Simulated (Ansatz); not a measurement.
The parent structure is BeSe in the zinc blende structure (space group F-43m, No. 216; a = 5.1289 Å).

Method: plane-wave PAW DFT at the PBEsol level (Ansatz, an electronic-structure program, 420 eV), no spin-orbit coupling.

One change was made to it. Results:

| quantity | base | after |
|---|---|---|
| lattice parameter a | 5.129 Å | 5.122 Å |
| smallest direct gap | 4.28 eV | 4.31 eV |

Q: Which change produced these results?
(A) pressure 0.3 GPa
(B) pressure 0.7 GPa
(C) pressure −2 GPa
(D) pressure 1.5 GPa
(E) pressure 5 GPa

A: A, pressure 0.3 GPa. For comparison, the lattice parameter a in the other runs: pressure 1.5 GPa gives 5.098 Å; pressure 5 GPa gives 5.033 Å; pressure 0.7 GPa gives 5.114 Å; pressure −2 GPa gives 5.174 Å.

Load acts through the strain it causes; cell and atoms are relaxed under it. Whether these cells are dynamically stable was not tested. No other phases were tried under pressure.
